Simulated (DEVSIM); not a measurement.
System: Si p+/n-/n+ power diode, at 350 K.

| layer (left to right) | material | thickness (μm) | Nd (cm⁻³) | Na (cm⁻³) | τn (s) | τp (s) |
|---|---|---|---|---|---|---|
| 1 | Si | 2.60 | - | 5.2e18 | 3.9e-6 | 3.9e-6 |
| 2 | Si | 7.50 | 6.2e14 | - | 3.9e-6 | 3.9e-6 |
| 3 | Si | 2.00 | 2.5e18 | - | 3.9e-6 | 3.9e-6 |

Left contact: ohmic. Right contact: ohmic. Voltage is applied to the left contact. Recombination: SRH at mid-gap, radiative. Mobility is μmin + (μ − μmin)/(1 + (N/Nref)^α).

Constants are typed, rounded textbook-type inputs, not results; the design itself was drawn at random and stands for no fabricated device. Values at 300 K; Nc and Nv go as T^1.5, mobilities as T to minus their exponent, the gap by Varshni's rule with the affinity fixed.

```csv
parameter,Si
gap (eV),1.124
affinity (eV),4.05
permittivity,11.7
Nc (cm⁻³),2.86e19
Nv (cm⁻³),3.1e19
μn (cm²/Vs),1417
μp (cm²/Vs),470
"μn,min",52
"μp,min",45
"Nref,n",9.7e16
"Nref,p",2.2e17
αn,0.68
αp,0.72
T exponent of μn,2.3
T exponent of μp,2.2
B (cm³/s),4.7e-15
Varshni α (eV/K),0.000473
Varshni β (K),636
```

DEVSIM, 1D drift-diffusion, Boltzmann statistics, complete ionisation; no tunnelling, impact ionisation, image-force lowering or self-heating.

The thickness of layer 3 was swept, all else fixed.

```tsv
thickness of layer 3 (μm)	dark forward voltage at 1 A/cm² (V)	dark forward voltage at 100 A/cm² (V)
0.4	0.631	0.784
0.7	0.644	0.796
1.2	0.655	0.808
2	0.664	0.818
3.4	0.671	0.827
6	0.677	0.834
10	0.681	0.840
```

From the first row to the last the dark forward voltage at 1 A/cm² goes from 0.631 to 0.681. From the first row to the last the dark forward voltage at 100 A/cm² goes from 0.784 to 0.840.
